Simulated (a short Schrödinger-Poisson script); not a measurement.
Structure: gated In0.52Al0.48As/In0.53Ga0.47As modulation-doped gas in a quantum well, at 77 K.

| layer | material | thickness (nm) | Nd (cm⁻³) | Na (cm⁻³) |
|---|---|---|---|---|
| 1 | In0.52Al0.48As | 30 | - | - |
| 2 | In0.52Al0.48As | 30 | 2.6e18 | - |
| 3 | In0.52Al0.48As | 2 | - | - |
| 4 | In0.53Ga0.47As | 20 | - | - |
| 5 | In0.52Al0.48As | 4000 | - | 2e15 |

Constants are typed, rounded textbook-type inputs, not results; the design itself was drawn at random and stands for no fabricated device. In0.52Al0.48As: permittivity 12.5, conduction-band edge (eV) 0.52, gap (eV) 1.45, electron mass (mₑ) 0.075, Nv at 300 K (cm⁻³) 1.1e19. In0.53Ga0.47As: permittivity 13.9, conduction-band edge (eV) 0, gap (eV) 0.74, Nv at 300 K (cm⁻³) 7.7e18.

Channel valleys (confinement mass, in-plane density-of-states mass, number): Γ 0.041, 0.041, 1. At the gate the conduction-band edge of layer 1 lies 0.65 eV − eVg above the Fermi level of the channel; the field vanishes at the back. Donor level 0.02 eV below the band edge. The barrier under the gate holds no holes. Gaps are held at their typed values at every temperature. Mesh 0.08 nm at interfaces.

Solved with a short Schrödinger-Poisson script written for these runs: 1D Poisson equation in equilibrium, electrons quantum, Hartree (BenDaniel-Duke, 40 states a valley, the channel's in-plane mass for all, wave functions free to enter the barrier), parabolic valleys, classical holes, donors ionised by Fermi statistics, acceptors fully, no traps, pinning or gate leakage.

The same stack at other levels of the model or other numerical settings:

| run | sheet density of all electrons at Vg = 0.4 V (cm⁻²) | sheet density of all electrons at Vg = -3.1 V (cm⁻²) | capacitance at Vg = 0.4 V (μF/cm²) | centroid of the channel electrons at Vg = 0.4 V (nm) | rough cost against the base |
|---|---|---|---|---|---|
| base | 2.33e12 | 1.68e12 | 0.337 | 5.84 | about 1 |
| electrons treated as classical, Boltzmann | [?] | 1.85e12 | 0.337 | 0.80 | 0.03 |
| electrons treated as classical, Fermi-Dirac | 2.41e12 | 1.70e12 | 0.337 | 5.40 | 0.1 |
| electrons treated as quantum, Hartree plus LDA exchange-correlation | 2.40e12 | 1.69e12 | 0.337 | 5.71 | 2 |
| mesh six times as coarse | 2.33e12 | 1.68e12 | 0.337 | [?] | 0.2 |
| one subband a valley | [?] | 1.66e12 | 0.337 | 4.95 | 0.3 |

Q: What belongs in the gaps?

A: 
- mesh six times as coarse, centroid of the channel electrons at Vg = 0.4 V (nm): 5.81
- electrons treated as classical, Boltzmann, sheet density of all electrons at Vg = 0.4 V (cm⁻²): 3.34e12
- one subband a valley, sheet density of all electrons at Vg = 0.4 V (cm⁻²): 2.22e12

The classical rows ignore confinement, and Boltzmann statistics overrate the density once the band edge passes the Fermi level.
